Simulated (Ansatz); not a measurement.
Given:

```xyz
6
Lattice="3.0157 0.0000 0.0000 -1.5079 2.6117 0.0000 0.0000 0.0000 11.3577" Properties=species:S:1:pos:R:3 pbc="T T T"
Mo     1.5079     0.8706     2.8394
Mo     0.0000     1.7411     8.5183
S      1.5079     0.8706    10.1050
S      0.0000     1.7411     4.4261
S      0.0000     1.7411     1.2527
S      1.5079     0.8706     6.9316
```

No spin polarisation.

Computed with Kohn–Sham DFT with the PBEsol-D3(BJ) functional, run in Ansatz (an electronic-structure program) with PAW and 420 eV plane waves, no spin-orbit coupling. k-mesh 12×12×3 (Γ-centred); smearing 0.05 eV (Fermi–Dirac).

### Question
What is the computed pressure (mean of the normal stresses, compression positive)?

### Answer
9.94 GPa.

### Question
What is the computed band gap?

### Answer
0.22 eV.

### Question
What is the computed valence-band top at Γ (three highest levels, from the VBM)?

### Answer
0.00, -0.79, -2.08 eV.

### Question
Estimate the gap character.

### Answer
Indirect, Γ → K–Γ (44 % along).

The cells carry an imposed strain or load. Stability against distortions was not tested. The cell was made from MoS$_{2}$ (space group P6_3/mmc, No. 194; layered, stacked along the Cartesian z axis) by this change: isotropic strain −3.00 %. The zero or small gap of MoS2 under isotropic strain −3.00 % can change with the level of theory.
